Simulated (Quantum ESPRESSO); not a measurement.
Input and output of a self-consistent single point for SbPt (P6_3/mmc, 4 atoms in the cell) (Quantum ESPRESSO).

Method of the run: LDA (PZ), GBRV 1.5 ultrasoft (LDA) pseudopotentials (plane waves; Quantum ESPRESSO).

The change in words: lattice scaled by 0.98. Reference geometry:
```
CELL_PARAMETERS angstrom
      4.10768     0.00000     0.00000
     -2.05384     3.55735     0.00000
      0.00000     0.00000     5.44670
ATOMIC_POSITIONS crystal
  Sb 0.66667 0.33333 0.75000
  Sb 0.33333 0.66667 0.25000
  Pt 0.00000 0.00000 0.50000
  Pt 0.00000 0.00000 0.00000
```

Reference input (self-consistent single point, DFT, LDA (PZ), plane waves, GBRV 1.5 ultrasoft (LDA) pseudopotentials): ecutwfc = 40 Ry; ecutrho = 320 Ry; occupations = smearing; smearing = fermi-dirac; degauss = 0.0073499 Ry; potentials = {Sb: sb_lda_v1.4.uspp.F.UPF, Pt: pt_lda_v1.4.uspp.F.UPF}; K_POINTS = automatic 8 8 5 0 0 0; conv_thr = 1e-11 Ry; mixing_beta = 0.5. This run's input differs from it in these lines:

```diff
@@ -26,5 +26,5 @@
 ATOMIC_POSITIONS bohr
-Sb    3.8811919241    2.2408072022    7.7195713758
-Sb    0.0000000000    4.4816144044    2.5731904586
-Pt    0.0000000000    0.0000000000    5.1463809172
+Sb    3.8035678902    2.1959909453    7.5651798065
+Sb    0.0000000000    4.3919818905    2.5217266022
+Pt    0.0000000000    0.0000000000    5.0434532044
 Pt    0.0000000000    0.0000000000    0.0000000000
@@ -33,5 +33,5 @@
 CELL_PARAMETERS angstrom
-   4.1076766348     0.0000000000     0.0000000000
-  -2.0538383174     3.5573523163     0.0000000000
-   0.0000000000     0.0000000000     5.4466950000
+   4.0255228952     0.0000000000     0.0000000000
+  -2.0127614476     3.4862050908     0.0000000000
+   0.0000000000     0.0000000000     5.3377610000
```

The program printed (abridged):

```
     Self-consistent Calculation

     iteration #  1     ecut=    40.00 Ry     beta= 0.50

     negative rho (up, down):  3.471E-01 0.000E+00

     total energy              =    -788.90120474 Ry
     estimated scf accuracy    <       5.57790297 Ry

     iteration #  2     ecut=    40.00 Ry     beta= 0.50

     negative rho (up, down):  3.543E-01 0.000E+00

     total energy              =    -790.42914785 Ry
     estimated scf accuracy    <       2.29790898 Ry

     iteration #  3     ecut=    40.00 Ry     beta= 0.50

     negative rho (up, down):  3.506E-01 0.000E+00

     total energy              =    -790.84476184 Ry
     estimated scf accuracy    <       0.01401958 Ry

   [... 6 blocks of this kind left out ...]

     iteration # 10     ecut=    40.00 Ry     beta= 0.50

     negative rho (up, down):  3.489E-01 0.000E+00

     total energy              =    -790.84629628 Ry
     estimated scf accuracy    <          4.7E-10 Ry

     iteration # 11     ecut=    40.00 Ry     beta= 0.50

     negative rho (up, down):  3.489E-01 0.000E+00
     End of self-consistent calculation

     the Fermi energy is    18.1199 ev

!    total energy              =    -790.84629628 Ry
     estimated scf accuracy    <          5.3E-12 Ry
     smearing contrib. (-TS)   =      -0.00484819 Ry
     internal energy E=F+TS    =    -790.84144809 Ry

     convergence has been achieved in  11 iterations

     negative rho (up, down):  3.489E-01 0.000E+00

     Forces acting on atoms (cartesian axes, Ry/au):

     atom    1 type  1   force =     0.00000000   -0.00000000   -0.00000000
   [... zero for the other atoms too ...]

     Total force =     0.000000     Total SCF correction =     0.000000

     negative rho (up, down):  3.489E-01 0.000E+00
          total   stress  (Ry/bohr**3)                   (kbar)     P=      135.65
   0.00090337   0.00000000   0.00000000          132.89        0.00        0.00
   0.00000000   0.00090337   0.00000000            0.00      132.89        0.00
   0.00000000   0.00000000   0.00095962            0.00        0.00      141.16

   JOB DONE.
```

The run converged in 11 iterations. Against the reference run the free energy rises by 58.3 meV/atom and the pressure goes from 2.19 to 13.56 GPa.

The starting cell comes from a database of computed structures (which also holds hypothetical and non-ambient phases and stackings), without a prior relaxation at this level. Its lattice was rescaled by a random factor within 2.5 % of one. For this run, on top of that: lattice scaled by 0.98. Spin polarisation is off. With a pressure of about 14 GPa the cell is away from its equilibrium volume at this level.

Cost on one core of a shared machine: roughly 90 s.
